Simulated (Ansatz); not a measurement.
# A computed series for Pt: response to strain

The parent structure is Pt in the fcc (Cu type) structure (space group Fm-3m, No. 225; a = 3.920 Å; relaxed with 0.1 eV smearing).

Strains are applied to the cell and any free atomic positions relax.

Method: DFT with PBEsol, PAW potentials and a 420 eV plane-wave cutoff in Ansatz (a first-principles code), without spin-orbit coupling.

Notes on the quantities. energy relative to the base: free energy F.

| isotropic strain (%) | energy relative to the base (meV/atom) |
|---|---|
| -3 | 124.1 |
| -1.5 | 29.0 |
| -1 | ? |
| -0.5 | 3.1 |
| 0 | 0.0 |
| 0.5 | 3.0 |
| 1.5 | 25.5 |
| 2.5 | 67.7 |
| 3 | 95.4 |

**Question.** Fit ΔE = Aε² + Bε³ (ε in %) to the rows shown and predict the withheld row.

**Answer.** Least squares on the printed values gives A = 12.2 and B = -0.53 meV/atom (largest residual 0.2 meV/atom); this predicts 12.7 meV/atom, and the run gives 12.6 meV/atom, in agreement.

Whether these cells are dynamically stable was not tested. All final runs are without spin polarisation. Pt lies near a magnetic instability that expansion can trigger; it was not tested.
